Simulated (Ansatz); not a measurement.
Base system: MoS2 in the 3R-MoS2 type structure (space group R3m, No. 160; layered, stacked along the Cartesian z axis).

```
MoS2
1.0
    1.58761     0.91661     6.19494
   -1.58761     0.91661     6.19494
    0.00000    -1.83321     6.19494
Mo S
1 2
Direct
  0.00000   0.00000   0.00000
  0.75030   0.75030   0.75030
  0.58300   0.58300   0.58300
```

Cartesian axes are those of the cell as printed.

All numbers come from Kohn–Sham DFT with the r2SCAN+rVV10 functional, run in Ansatz (a quantum-chemistry and plane-wave program) with PAW and 500 eV plane waves, no spin-orbit coupling.

Strains are applied to the cell and any free atomic positions relax; under biaxial strain the out-of-plane vector relaxes too.

One change was made to it. Results:

The band gap falls by 0.03 eV (1.02 eV → 0.99 eV); the hole mass goes from 0.85 mₑ along k, 0.69 mₑ across (at T) to 0.74 mₑ along x, 0.63 mₑ along y, 0.85 mₑ along z (at T); the energy grows by 4.3 meV/atom; the shortest interatomic distance decreases by 0.0058 Å, from 2.403 Å to 2.398 Å.

Task: Name the change that was made.
A) isotropic strain −1.37 %
B) tensor shear ε_yz = +3.15 %
C) biaxial strain −4.13 %, plane normal [001], relaxed out of plane
D) uniaxial strain ε_xx = +0.25 %
E) isotropic strain −2.53 %

Result: B, tensor shear ε_yz = +3.15 %. For comparison, the energy relative to the base in the other runs: isotropic strain −1.37 % gives +7.6 meV/atom; isotropic strain −2.53 % gives +27 meV/atom; biaxial strain −4.13 %, plane normal [001], relaxed out of plane gives +60 meV/atom; uniaxial strain ε_xx = +0.25 % gives +0.1 meV/atom.

Masses are band curvatures over ±0.01 Å⁻¹ around the edge. Along k means along the line from Γ to the band edge. No phonon test of stability was made.
